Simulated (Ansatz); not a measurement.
**F on the 1x1 (110) surface of bcc W, one in a 2x2 cell, started at the site 'top W'**

Calculation: r2SCAN, at the PBE geometry (plane waves to 500 eV, PAW; Ansatz, an electronic-structure program).

Set-up: 17 atoms, 6.6 Å thick at the start under the adsorbate (thin: gaps and levels are the slab's own); mesh 6x6x1; 0.1 eV smearing; dipole correction on; single point; on the structure that PBE left under its start's symmetry; no spin, no spin-orbit, no U, no dispersion correction. At the end it is bonded to W. In PBE it is, or lies within 0.03 eV of, the lowest of the starts that converged; the order may differ at this level.

```
Quantity                                                                                                                Value
--------------------------------------------------------------------------------------  -------------------------------------
adsorption energy against ½ F2(g) at the same level                                                            -92.4 kcal/mol
work function of the top face                                                                                         5.55 eV
change of the work function                                                                                           0.66 eV
change of the step from the bottom to the top vacuum level, against the clean slab                                    0.66 eV
height of the binding atom over the mean of the host atoms within 0.3 Å of the top one                                1.886 Å
nearest host atoms of the binding atom                                                  W at 1.89 Å, W at 3.53 Å, W at 3.53 Å
cost                                                                                              very roughly 3 core-minutes
```

A negative adsorption energy means that the adsorbate is more stable on the surface than in its reference.
